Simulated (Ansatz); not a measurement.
**A constructed model of the (111) surface of fcc Cu, a pseudomorphic layer of Ru in the other hollow (bottom of the slab: a bare face, its two planes held)**

All values below come from PBE (plane waves to 420 eV, PAW; Ansatz, a first-principles code).

Model: 7-atom slab, 13.0 Å thick at the start with caps and adatoms (thin: gaps and levels are the slab's own), 17x17x1 mesh, Fermi-Dirac 0.1 eV, dipole correction, 2 atoms held, the rest relaxed; held to the start's symmetry, so lower structures may exist; no spin, no spin-orbit, no U. In PBE it is, or lies within 0.01 eV a 1x1 cell of, the lowest of the 2 structures of its composition computed so far; subsurface sites and larger cells were not tried.

```json
{
 "work_function_of_the_top_face": "5.49 eV",
 "energy_released_by_relaxation": "0.17 eV",
 "cost": "roughly 110 core-seconds"
}
```
